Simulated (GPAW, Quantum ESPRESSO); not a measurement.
A Quantum ESPRESSO input for a self-consistent single point of Sr3In (Fm-3m, 4 atoms in the cell) (DFT, PBEsol, plane waves, GBRV 1.5 ultrasoft (PBESOL) pseudopotentials):

```fortran
&control
    calculation = 'scf',
    prefix = 'pwscf',
    outdir = './tmp/',
    pseudo_dir = './',
    tprnfor = .true.,
    tstress = .true.,
/
&system
    ibrav = 0,
    nat = 4,
    ntyp = 2,
    ecutwfc = 40,
    ecutrho = 200,
    occupations = 'smearing',
    smearing = 'fermi-dirac',
    degauss = 0.0073499,
/
&electrons
    conv_thr = 1.0d-10,
/
ATOMIC_SPECIES
Sr    87.6200  sr_pbesol_v1.uspp.F.UPF
In   114.8180  in_pbesol_v1.4.uspp.F.UPF
ATOMIC_POSITIONS crystal
Sr    0.75000000    0.75000000    0.75000000
Sr    0.25000000    0.25000000    0.25000000
Sr    0.50000000    0.50000000    0.50000000
In    0.00000000    0.00000000    0.00000000
K_POINTS automatic
7 7 7  0 0 0
CELL_PARAMETERS angstrom
   0.00000000     4.33444500     4.33444500
   4.33444500     0.00000000     4.33444500
   4.33444500     4.33444500     0.00000000
```

Give the GPAW input for the same structure, mesh, smearing and functional.

One input that does it (others would too):

```python
from ase import Atoms
from ase.units import GPa
from gpaw import GPAW, PW, FermiDirac

atoms = Atoms(['Sr', 'Sr', 'Sr', 'In'],
              cell=[[0.000000, 4.334445, 4.334445],
                    [4.334445, 0.000000, 4.334445],
                    [4.334445, 4.334445, 0.000000]],
              positions=[[6.501667, 6.501667, 6.501667],
                         [2.167222, 2.167222, 2.167222],
                         [4.334445, 4.334445, 4.334445],
                         [0.000000, 0.000000, 0.000000]],
              pbc=True)

calc = GPAW(mode=PW(550),
            xc='PBEsol',
            kpts=(7, 7, 7),
            occupations=FermiDirac(0.1),
            nbands=-10,
            convergence={'density': 1e-05},
            symmetry={'symmorphic': False, 'tolerance': 0.0005},
            maxiter=100)

atoms.calc = calc

energy = atoms.get_potential_energy()
print('Energy (eV):', round(energy, 6))
forces = atoms.get_forces()
print('Forces (eV/Ang):')
print(forces.round(5))
stress = atoms.get_stress()
print('Stress (GPa, Voigt):', (stress / GPa).round(4))
```

Basis settings and potentials, where a program has them, do not carry over. This input uses DFT PBEsol, plane waves, GPAW PAW datasets PBEsol (made by gpaw-setup). Both were run: pressure -1.31 GPa in Quantum ESPRESSO and -1.14 in GPAW.

On GPAW: the starting cell comes from a database of computed structures (which also holds hypothetical and non-ambient phases and stackings), without a prior relaxation at this level.

On Quantum ESPRESSO: the starting cell comes from a database of computed structures (which also holds hypothetical and non-ambient phases and stackings), without a prior relaxation at this level.
